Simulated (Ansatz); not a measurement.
## What Cu on a S site (antisite), symmetric start does to ZnCu2SnS4

The reference is a 16-atom supercell of ZnCu2SnS4 (space group I-4, No. 82; a = 5.468 Å, c = 10.935 Å) at its relaxed geometry.

Now apply this change: a neutral Cu on a S site (antisite), symmetric start, atoms relaxed at fixed cell.

Method: plane-wave PAW DFT at the PBE level (Ansatz, a first-principles code, 420 eV), no SOC. Settings: 3×4×4 k-points, 0.05 eV Fermi–Dirac smearing.

```tsv
quantity	base	changed	shift
pressure	0.0 GPa	0.1 GPa	+0.1 GPa
energy gained by relaxation	–	0.56 eV	–
shift of the substituted atom off its lattice site	–	0.65 Å	–
```

Cost of the whole job for the changed cell (relaxation, final SCF and bands): very roughly 15 core-minutes.

The cell is small, so the values are those of an ordered compound at a high defect concentration; dilute-limit values will differ. A case with no gap was solved on a k-mesh chosen for an insulator, which is coarse for it. The defect started on the symmetric site and kept its symmetry, so it may sit on a saddle. The final runs are not spin-polarised. The defect cell is not spin-polarised.
